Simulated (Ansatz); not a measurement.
Model glasses of amorphous SiO2, 74 to 79 atoms (Si24O48 before any change). Each row is one cell at a composition chosen by hand, melted whole on the CHGNet potential with the anions pushed apart under 1.9 Å, quenched within some picoseconds, far faster than a real film, and relaxed with PBE, scalar-relativistic without spin-orbit coupling (plane waves to 420 eV, PAW; Ansatz, a first-principles code). Each is the lower in DFT energy of 2 quenches. Cycles of charging and discharging were tried on some cells ahead of these points, and a cell that came back lower was taken. The column on the box says what of it was relaxed with the atoms; held means as the quench left it. Cells that kept moments or hold spare charge are left out. So are cells far out in the fitted variable, so that no row sets the line alone.

At the relaxed places, the spacing of the highest filled and the lowest empty level was computed at the zone centre with PBE and with r2SCAN, without spin polarisation, or with spin where the moments then died out. A level counts as spread where PBE shares it among more than a fifth of the atoms; else the element of the atom with the largest weight is named. Formal charges balance in every cell (each cation at its usual highest valence, Cu and Ag at +1, Sb at +3, H at +1, O at −2, N at −3, F and Cl at −1). r2SCAN ran with plane waves to 500 eV. Where a level is localised, the spacing isn't the band gap.

| cell | change | box | highest filled on | lowest empty on | spacing, PBE (eV) | spacing, r2SCAN (eV) |
|---|---|---|---|---|---|---|
| Si24O48NaCl | +1 Cl, +1 Na | volume | O | spread | 2.73 | 3.31 |
| Si24O51Sc2 | +3 O, +2 Sc | shape | O | Sc | 3.12 | 3.58 |
| Si24O51In2 | +2 In, +3 O | volume and shape | O | In | 3.76 | 4.31 |
| Si24O50Ti | +2 O, +1 Ti | volume and shape | O | Ti | 4.20 | withheld |
| Si24O51Y2 | +3 O, +2 Y | volume and shape | O | spread | 4.51 | 5.13 |
| Si24O53P2 | +5 O, +2 P | shape | O | spread | 4.87 | 5.54 |
| Si24O50Hf | +1 Hf, +2 O | shape | O | spread | 5.19 | 5.85 |

**Question.** Fit a straight line of the last column on the one before it through the 6 full rows, and predict the withheld value for Si24O50Ti.

**Answer.** Means: x = 4.030, y = 4.620. Slope = Σ(Δx Δy) / Σ(Δx²) = 5.1775 / 4.8726 = 1.063; intercept = 4.620 − (1.063) × 4.030 = 0.336 eV; r.m.s. residual 0.044 eV. Prediction: 0.336 + (1.063) × 4.20 = 4.80 eV. The run gave 4.63 eV, a miss of 0.17 eV, more than twice the residual.

In Si24O48NaCl the spacing lies under 0.8 of the table's widest and a localised level on an atom of the host, not next to a guest, bounds it: there a defect of the quenched network is a likely cause.
